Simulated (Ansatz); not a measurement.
Reference: AgCl (Fm-3m), PBEsol with spin-orbit coupling, rigid bands (plane waves, PAW; Ansatz, an electronic-structure program); geometry: cell and atoms relaxed with PBEsol.

Space group Fm-3m (No. 225); a = b = c = 5.447 Å, α = β = γ = 90.00°

```json
[
 {"atom": "Ag", "site": "4a", "symmetry": "m-3m", "x": "0.0000", "y": "0.0000", "z": "0.0000"},
 {"atom": "Cl", "site": "4b", "symmetry": "m-3m", "x": "0.5000", "y": "0.5000", "z": "0.5000"}
]
```
(The calculation used a cell of 2 atoms; values per cell refer to that cell.)

band gap: 0.68 eV
electron conductivity mass: 0.26 mₑ
hole conductivity mass: 0.83 mₑ
Seebeck coefficient, n-type 1e19 cm⁻³: -140 μV/K

Problem. Swap Cl for Br, keeping the structure type. How do these values move?

Solution. AgBr (Fm-3m): volume per atom 20.2 to 22.8 Å³; band gap falls (0.68 eV to 0.42 eV); electron conductivity mass falls (0.26 mₑ to 0.187 mₑ); hole conductivity mass falls (0.83 mₑ to 0.64 mₑ); Seebeck coefficient, n-type 1e19 cm⁻³ falls in size (-140 μV/K to -109 μV/K).

Moves up to 5 % count as about the same. Masses are for dilute carriers at 300 K, harmonic means over directions unless an axis is named. Seebeck coefficients are for the stated density at 300 K, with one relaxation time for all states and whether or not that doping can be reached.
